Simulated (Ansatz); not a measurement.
Base system: BeTe in the zinc blende structure (space group F-43m, No. 216; a = 5.604 Å). Axes: x, y, z lie along the cube axes.

Modification: biaxial strain −3.00 %, plane normal [001], relaxed out of plane (Cartesian); in-plane vectors clamped, the third vector and the atoms free.

Level of theory: PBEsol (Ansatz, a program for electronic structure, PAW, no spin-orbit coupling).

### Question
Give the band edges at the high-symmetry points of the new zone, measured from its valence-band maximum.

### Answer
```
point  valence edge (eV)  conduction edge (eV)
-----  -----------------  --------------------
Γ                   0.00                  3.45
X                  -3.03                  1.51
P                  -3.56                  4.71
N                  -1.07                  2.94
M                  -2.69                  1.91
S                  -2.15                  2.86
S₀                 -2.15                  2.86
R                  -3.62                  4.65
G                  -3.62                  4.65
```

The gap is 1.51 eV, indirect, Γ → X.

With Te present, leaving out spin-orbit coupling can change the band edges. Stability against distortions was not tested. k-point labels follow each cell's own Brillouin zone.
